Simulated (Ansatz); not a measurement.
Amorphous In44W2O72, 118 atoms at 6.74 g/cm³, one PBE-relaxed geometry, zone centre. Methods: PBE, scalar-relativistic without spin-orbit coupling (Ansatz, a program for electronic structure); r2SCAN, scalar-relativistic without spin-orbit coupling (Ansatz). Plane waves to 420 eV (r2SCAN 500 eV). At PBE the levels at the filled edge of the gap are localised (band-tail or defect states), and the nearest spread-out levels lie 0.8 eV apart at the zone centre. The higher rungs were started with moments on some atoms, which died out.

It comes from a melt-quench run on a machine-learned potential (CHGNet), relaxed afterwards by DFT. O atoms were pushed apart under 1.9 Å during the dynamics, to hinder bonds among them. The hot cell started wider than the set density and was brought back towards it in steps. It is the lowest in DFT energy of 4 quenches. It is a model cell: composition and starting density were chosen by hand, and all elements were melted together. No dispersion term was used. Its density started from a set value of 6.79 and ended at 6.74 g/cm³. Cooling (nominally 84 K/ps over its main leg) ran many orders faster than in experiment, which tends to leave more defects and strain. One small periodic cell is one sample of the glass; other quenches scatter about these values. Volume and shape were free in the relaxation.

The relaxation ran on the zone centre alone. At PBE the level gap is 0.49 eV on a 2×2×2 Γ-centred mesh, and the spacing at the zone centre alone 0.47 eV.

**Question.** What zone-centre spacing does r2SCAN give, roughly?

**Answer.** 0.93 eV (+0.46 eV against PBE).

The highest filled and the lowest empty state spread over these numbers of atoms (participation numbers): PBE: 6.6 and 109.8; r2SCAN: 6.2 and 108.9.
